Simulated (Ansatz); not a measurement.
**A computed series for TiC: response to strain and stress**

Base system: TiC in the rock salt structure (space group Fm-3m, No. 225; a = 4.2934 Å; relaxed with 0.1 eV smearing). Axes: x, y, z lie along the cube axes.

Strains are applied to the cell and any free atomic positions relax; under stress the whole cell relaxes.

Calculations: Kohn–Sham DFT with the PBEsol functional, run in Ansatz (a first-principles code) with PAW and 420 eV plane waves, no SOC.

Candidates:
(a) uniaxial stress, 8 GPa compression along z
(b) uniaxial stress, 0.5 GPa tension along x
(c) uniaxial strain ε_yy = −1.27 %
(d) isotropic strain −4.94 %

Notes on the quantities. energy relative to the base: free energy F.

**Question.** Order them by energy relative to the base, lowest first.

**Answer.** (b) uniaxial stress, 0.5 GPa tension along x (0.0 meV/atom), (c) uniaxial strain ε_yy = −1.27 % (+2.9 meV/atom), (a) uniaxial stress, 8 GPa compression along z (+3.5 meV/atom), (d) isotropic strain −4.94 % (+0.211 eV/atom)

Stability under load was not tested beyond the relaxation. The final runs are not spin-polarised.
